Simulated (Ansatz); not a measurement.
The reference is HgTe in the zinc blende structure (space group F-43m, No. 216; a = 6.435 Å). Axes: x, y, z lie along the cube axes.

Calculations: DFT with LDA, PAW potentials and a 420 eV plane-wave cutoff in Ansatz (a program for electronic structure), no spin-orbit coupling.

Base values:

The pressure is 0.0 GPa.

The change: the cell is compressed by 2.00 % along z with no lateral relaxation, atoms relaxed at fixed cell.

### Question
What does the calculation give for the pressure after the change?

### Answer
The pressure (mean of the normal stresses, compression positive) goes from zero to 1.0 GPa.

### Question
How does this affect the energy relative to the base?

### Answer
The energy increases by 2.5 meV/atom.

The cells carry an imposed strain or load. No phonon test of stability was made. The final runs are not spin-polarised.
